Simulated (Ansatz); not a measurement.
We consider ZnS (P3m1, No. 156, 20 atoms in the cell; start mp-557308; a measured phase of this formula has another space group), described by r²SCAN in Ansatz (PAW).

Run with plane-wave cutoff 560 eV, 12×12×2 k mesh (along the axes of the cell as run), Fermi–Dirac smearing 0.01 eV, scalar-relativistic PAW data made under PBE.

Cell (relaxed at this level):

```cif
data_S10Zn10
_chemical_formula_sum 'Zn10 S10'
_space_group_name_H-M_alt 'P 1'
_space_group_IT_number 1
_cell_length_a 3.80966
_cell_length_b 3.80966
_cell_length_c 31.13628
_cell_angle_alpha 90.000
_cell_angle_beta 90.000
_cell_angle_gamma 120.000
loop_
_space_group_symop_operation_xyz
  'x, y, z'
loop_
_atom_site_label
_atom_site_type_symbol
_atom_site_fract_x
_atom_site_fract_y
_atom_site_fract_z
_atom_site_occupancy
Zn1 Zn 0.00000 0.00000 0.59990 1
Zn2 Zn 0.66667 0.33333 0.20012 1
Zn3 Zn 0.66667 0.33333 0.79993 1
Zn4 Zn 0.33333 0.66667 0.69984 1
Zn5 Zn 0.00000 0.00000 0.30007 1
Zn6 Zn 0.00000 0.00000 0.00009 1
Zn7 Zn 0.33333 0.66667 0.90003 1
Zn8 Zn 0.66667 0.33333 0.49996 1
Zn9 Zn 0.33333 0.66667 0.10020 1
Zn10 Zn 0.33333 0.66667 0.40002 1
S1 S 0.00000 0.00000 0.07517 1
S2 S 0.00000 0.00000 0.67485 1
S3 S 0.33333 0.66667 0.97495 1
S4 S 0.33333 0.66667 0.47496 1
S5 S 0.66667 0.33333 0.57491 1
S6 S 0.33333 0.66667 0.77478 1
S7 S 0.66667 0.33333 0.27507 1
S8 S 0.33333 0.66667 0.17513 1
S9 S 0.00000 0.00000 0.37502 1
S10 S 0.66667 0.33333 0.87501 1
```

Problem. Estimate the band gap that the calculation returns.

Solution. 
- band gap = 2.72 eV (on the SCF k mesh)

Note: the relaxation could not lower the start's symmetry, so the cell can be a saddle point above a distorted one.

Computed values are for the static lattice.

Cost on a shared machine: very roughly 18 core-minutes.

A start named mp-… is a Materials Project structure, which need not be a measured phase.

Ansatz is a first-principles code.
